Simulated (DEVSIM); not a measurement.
Device: Si n-p junction from an implanted or diffused profile, at 300 K.

```tsv
layer (left to right)	material	thickness (μm)	Na (cm⁻³)	τn (s)	τp (s)
1	Si	180	4.8e15	3e-7	3e-7
```

Added donor profile: 6.7e17 cm⁻³ × exp(−(x − 0 μm)²/(2·(0.23 μm)²)). Left contact: ohmic. Right contact: ohmic. Voltage is applied to the left contact. Recombination: SRH at mid-gap, radiative, Auger. Gap narrowing is on: ΔEg = 6.92 meV × (l + √(l² + 0.5)), l = ln(N/1.3e17 cm⁻³), shared equally by both band edges. Mobility is μmin + (μ − μmin)/(1 + (N/Nref)^α).

The device is made up for the run: typed textbook-type constants, with dimensions and the other settings drawn at random. Values at 300 K; Nc and Nv go as T^1.5, mobilities as T to minus their exponent, the gap by Varshni's rule with the affinity fixed.

| parameter | Si |
|---|---|
| gap (eV) | 1.124 |
| affinity (eV) | 4.05 |
| permittivity | 11.7 |
| Nc (cm⁻³) | 2.86e19 |
| Nv (cm⁻³) | 3.1e19 |
| μn (cm²/Vs) | 1417 |
| μp (cm²/Vs) | 470 |
| μn,min | 52 |
| μp,min | 45 |
| Nref,n | 9.7e16 |
| Nref,p | 2.2e17 |
| αn | 0.68 |
| αp | 0.72 |
| T exponent of μn | 2.3 |
| T exponent of μp | 2.2 |
| B (cm³/s) | 4.7e-15 |
| Cn (cm⁶/s) | 2.8e-31 |
| Cp (cm⁶/s) | 9.9e-32 |
| Varshni α (eV/K) | 0.000473 |
| Varshni β (K) | 636 |

Simulated with DEVSIM: 1D drift-diffusion, Boltzmann statistics, complete ionisation; no tunnelling, impact ionisation, image-force lowering or self-heating.

Base results: potential step across the device at zero bias (V) 0.788; dark forward voltage at 1 A/cm² (V) 0.657.

Problem. What follows from this one change: temperature 300 → 350 K?

Solution. potential step across the device at zero bias 0.788 → 0.707 V; dark forward voltage at 1 A/cm² 0.657 → 0.567 V.

Problem. What follows from this one change: thickness of layer 1 180 → 110 μm?

Solution. potential step across the device at zero bias little changed (0.788 V); dark forward voltage at 1 A/cm² 0.657 → 0.637 V.

Problem. What follows from this one change: minority lifetime in layer 1 3e-07 → 3e-06 s?

Solution. potential step across the device at zero bias little changed (0.788 V); dark forward voltage at 1 A/cm² 0.657 → 0.662 V.

Problem. What follows from this one change: peak of the profile 6.7e+17 → 3.4e+17 cm^-3?

Solution. potential step across the device at zero bias 0.788 → 0.774 V; dark forward voltage at 1 A/cm² little changed (0.653 V).

Problem. What follows from this one change: doping Na of layer 1 4.8e+15 → 4.8e+16 cm^-3?

Solution. potential step across the device at zero bias 0.788 → 0.845 V; dark forward voltage at 1 A/cm² 0.657 → 0.648 V.
